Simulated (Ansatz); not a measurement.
For AlB2-type NbB2, PBEsol (plane waves, PAW; Ansatz, a first-principles code) gives:

- equilibrium lattice constant a: 3.097 Å
- lattice parameter c: 3.287 Å

Q: What does r²SCAN+rVV10 in Ansatz (plane waves, PAW) give for the same quantities?

A: 
- lattice constant a: 3.101 Å (grows by 0.1 %)
- lattice parameter c: 3.314 Å (goes up by 0.8 %)

Changes are worked out from the printed values.

Unless a cell is named, each level is at its own relaxed cell (PBEsol 9.10, r²SCAN+rVV10 9.20 Å³/atom).

Ansatz's density-functional and Hartree–Fock values are scalar-relativistic unless marked +SOC, with PAW data made under PBE.
